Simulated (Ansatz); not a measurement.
Consider BN in the zinc blende structure (space group F-43m, No. 216; a = 3.581 Å). Axes: x, y, z lie along the cube axes.

Calculations: LDA in Ansatz (plane waves to 420 eV, PAW, no spin-orbit coupling).

Strains are applied to the cell and any free atomic positions relax; under biaxial strain the out-of-plane vector relaxes too.

One change was made to it. Results:

```tsv
quantity	base	after
energy relative to the base (free energy F)	0 meV/atom	+6.0 meV/atom
valence-band top at Γ (three highest levels, from the VBM)	0.00, 0.00, 0.00 eV	0.00, -0.08, -0.08 eV
pressure (mean of the normal stresses, compression positive)	-0.01 GPa	-8.71 GPa
band gap	4.39 eV	4.31 eV
```

Name the change that was made.
A) biaxial strain +0.83 %, plane normal [111], relaxed out of plane
B) biaxial strain +1.25 %, plane normal [111], relaxed out of plane
C) biaxial strain −2.08 %, plane normal [111], relaxed out of plane

B, biaxial strain +1.25 %, plane normal [111], relaxed out of plane. For comparison, the energy relative to the base in the other runs: biaxial strain −2.08 %, plane normal [111], relaxed out of plane gives +18 meV/atom; biaxial strain +0.83 %, plane normal [111], relaxed out of plane gives +2.7 meV/atom.

No phonon test of stability was made.

Ansatz is an electronic-structure program.
